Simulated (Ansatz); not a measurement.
The reference is Y in the hcp (Mg type) structure (space group P6_3/mmc, No. 194; a = 3.6523 Å, c = 5.7029 Å; relaxed with 0.1 eV smearing).

Computed with Kohn–Sham DFT with the PBE functional, run in Ansatz (a program for electronic structure) with PAW and 420 eV plane waves, without spin-orbit coupling.

Strains are applied to the cell and any free atomic positions relax.

One change was made to it. Results:

The pressure (mean of the normal stresses, compression positive) goes from zero to -0.6 GPa; the energy goes up by 0.9 meV/atom.

Name the change that was made.
(A) isotropic strain +0.50 %
(B) isotropic strain +2.00 %
(C) isotropic strain −1.00 %

A, isotropic strain +0.50 %. For comparison, the energy relative to the base in the other runs: isotropic strain −1.00 % gives +3.8 meV/atom; isotropic strain +2.00 % gives +14 meV/atom.

Whether these cells are dynamically stable was not tested. All final runs are without spin polarisation.
